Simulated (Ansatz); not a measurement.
The reference is AgCl in the rock salt structure (space group Fm-3m, No. 225).

```
CELL_PARAMETERS angstrom
      0.00000     2.80575     2.80575
      2.80575     0.00000     2.80575
      2.80575     2.80575     0.00000
ATOMIC_POSITIONS crystal
  Ag 0.00000 0.00000 0.00000
  Cl 0.50000 0.50000 0.50000
```

Calculations: PBE, PAW, 420 eV (Ansatz, an electronic-structure program; scalar-relativistic without spin-orbit coupling).

Base values:

- Width of the top valence band: 2.17 eV

One thing is altered: an isotropic linear strain of −1.50 %, atoms relaxed at fixed cell.

Problem. How does this affect the mean gap deformation potential ΔEg/Δln V?

Solution. The mean gap deformation potential ΔEg/Δln V amounts to +0.3 eV.

Problem. What does the calculation give for the width of the top valence band after the change?

Solution. The width of the top valence band rises by 0.19 eV to 2.36 eV.

Gaps are Kohn–Sham eigenvalue differences; semilocal functionals usually give less than the measured gap. No phonon test of stability was made.
